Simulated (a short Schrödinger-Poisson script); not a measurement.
Structure: symmetric double-gate stack, SiO2 on p-type Si(100), at 300 K.

| layer | material | thickness (nm) | Na (cm⁻³) |
|---|---|---|---|
| 1 | SiO2 | 2.7 | - |
| 2 | Si | 20 | 2e17 |
| 3 | SiO2 | 2.7 | - |

Constants are typed, rounded textbook-type inputs, not results; the design itself was drawn at random and stands for no fabricated device. SiO2: permittivity 3.9, conduction-band edge (eV) 3.15, gap (eV) 9, electron mass (mₑ) 0.5. Si: permittivity 11.7, conduction-band edge (eV) 0, gap (eV) 1.124, Nv at 300 K (cm⁻³) 3.1e19.

Channel valleys (confinement mass, in-plane density-of-states mass, number): Δ2 0.916, 0.19, 2; Δ4 0.19, 0.417, 4. At the gates, both at one voltage, the conduction-band edge of layer 1 lies 3.34 eV − eVg above the Fermi level of the channel. Gaps are held at their typed values at every temperature. Mesh 0.03 nm at interfaces.

From a short Schrödinger-Poisson script (our own, NumPy): 1D Poisson equation in equilibrium, electrons quantum, Hartree (BenDaniel-Duke, 12 states a valley, the channel's in-plane mass for all, wave functions ending at the dielectric), parabolic valleys, classical holes, full ionisation, no traps, pinning or gate leakage.

The same stack at other levels of the model or other numerical settings:

```
run                                          sheet density of all electrons at Vg = 1.6 V (cm⁻²)  sheet density of all electrons at Vg = 0.4 V (cm⁻²)  capacitance of both gates at Vg = 1.6 V (μF/cm²)  rough cost against the base
-------------------------------------------  ---------------------------------------------------  ---------------------------------------------------  ------------------------------------------------  ---------------------------
base                                                                                     1.85e13                                              2.84e12                                              2.20                      about 1
electrons treated as classical, Boltzmann                                                2.10e13                                              3.35e12                                               ___                         0.03
electrons treated as classical, Fermi-Dirac                                                  ___                                              3.33e12                                               ___                          0.1
mesh six times as coarse                                                                 1.85e13                                              2.84e12                                              2.20                          0.3
```

Q: Complete the blanks.

A: 
- electrons treated as classical, Fermi-Dirac, capacitance of both gates at Vg = 1.6 V (μF/cm²): 2.37
- electrons treated as classical, Fermi-Dirac, sheet density of all electrons at Vg = 1.6 V (cm⁻²): 2.05e13
- electrons treated as classical, Boltzmann, capacitance of both gates at Vg = 1.6 V (μF/cm²): 2.46

The classical rows ignore confinement, and Boltzmann statistics overrate the density once the band edge passes the Fermi level.
